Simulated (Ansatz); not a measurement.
Consider Ag-vacancy pair (Ag on one host Ru site, one Ru site vacant) in hcp Ru, neutral cell. Method: PBE, PAW (plane waves to 420 eV; Ansatz, a first-principles code).

Settings: 36 host sites, the relaxed PBE lattice, a 2×2×2 k-point mesh shifted by half a step along c, smearing 0.10 eV, spin-restricted, no image-charge correction. No zero-point or tunnelling terms. Forms of the defect that were not tried may lie lower. The start lies 0.14 eV above the lowest site run (PBE).

Barriers: single points on a 4×4×4 k-point mesh shifted by half a step along c at the bands' geometries.

Relaxed starting cell (atoms counted from 1):

```xyz
35
Lattice="8.1642 0.0000 0.0000 -4.0821 7.0704 0.0000 0.0000 0.0000 8.5861" Properties=species:S:1:pos:R:3 pbc="T T T"
Ag    -0.1058     1.5602     1.0690
Ru    -0.0135     1.5652     5.3620
Ru    -1.3715     3.9950     1.0690
Ru    -1.3792     3.9360     5.3620
Ru    -2.7099     6.2491     1.0690
Ru    -2.7289     6.2790     5.3620
Ru     2.7770     1.5550     1.0690
Ru     2.7355     1.5675     5.3621
Ru     1.3698     3.9311     1.0690
Ru     1.3626     3.9196     5.3620
Ru    -0.0005     6.2669     1.0690
Ru    -0.0001     6.2950     5.3620
Ru     5.4226     1.5762     5.3621
Ru     4.0761     3.9149     1.0691
Ru     4.0850     3.9095     5.3620
Ru     2.6983     6.1858     1.0690
Ru     2.7108     6.2604     5.3621
Ru     1.3618     0.7788     3.2474
Ru     1.3618     0.7789     7.4767
Ru    -0.0283     3.1574     3.2663
Ru    -0.0285     3.1573     7.4578
Ru    -1.3723     5.5177     3.2270
Ru    -1.3723     5.5176     7.4971
Ru     4.1202     0.8030     3.1953
Ru     4.1201     0.8030     7.5287
Ru     2.7228     3.1226     3.2096
Ru     2.7229     3.1225     7.5145
Ru     1.3502     5.4908     3.2293
Ru     1.3502     5.4908     7.4947
Ru     6.7520     0.7506     3.2804
Ru     6.7522     0.7506     7.4436
Ru     5.4565     3.1177     3.2136
Ru     5.4567     3.1179     7.5104
Ru     4.0865     5.4949     3.2190
Ru     4.0864     5.4949     7.5051
```

End state 1 differs by these moves (Å; atoms that move under 0.08 Å are left out):

| atom | element | Δx | Δy | Δz |
|---|---|---|---|---|
| 1 | Ag | -2.52 | 0.00 | 0.00 |
| 7 | Ru | -0.12 | 0.00 | 0.00 |
| 30 | Ru | 0.10 | 0.00 | 0.00 |
| 31 | Ru | 0.10 | 0.00 | 0.00 |

Question: What forward and backward barriers to end state 1 does PBE, PAW give?

Answer: forward 1.19 eV, backward 1.19 eV; at the saddle point atom 1 has neighbours Ru at 2.50, 2 Ru at 2.53, Ru at 2.67, 4 Ru at 2.90 Å. The saddle point's order was not checked, and it lies on a symmetry element of the cell, where a band can be held.
